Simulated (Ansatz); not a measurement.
We consider Sn₂S₃ (Pnma, No. 62), described by PBEsol (PAW; Ansatz, a first-principles code).

Numerical settings: plane-wave cutoff 500 eV, 6×10×4 k mesh (along the axes of the cell as run), gaussian smearing 0.02 eV, scalar-relativistic PAW data made under PBE.

Cell (relaxed at this level):

Space group Pnma (No. 62); a = 8.801 Å, b = 3.770 Å, c = 13.817 Å, α = β = γ = 90.00°

```json
[
 {"atom": "Sn", "site": "4c", "symmetry": ".m.", "x": "0.1675", "y": "0.2500", "z": "0.0512"},
 {"atom": "Sn", "site": "4c", "symmetry": ".m.", "x": "0.0083", "y": "0.2500", "z": "0.6687"},
 {"atom": "S", "site": "4c", "symmetry": ".m.", "x": "0.0170", "y": "0.2500", "z": "0.8912"},
 {"atom": "S", "site": "4c", "symmetry": ".m.", "x": "0.1564", "y": "0.2500", "z": "0.4924"},
 {"atom": "S", "site": "4c", "symmetry": ".m.", "x": "0.2918", "y": "0.2500", "z": "0.2141"}
]
```

Problem. Predict the band gap.

Solution. 
* **band gap**: 0.42 eV (on the SCF k mesh)

Note: the relaxation could not lower the start's symmetry, so the cell can be a saddle point above a distorted one.

Spin–orbit coupling is not included.

Static lattice: no zero-point or thermal effects.
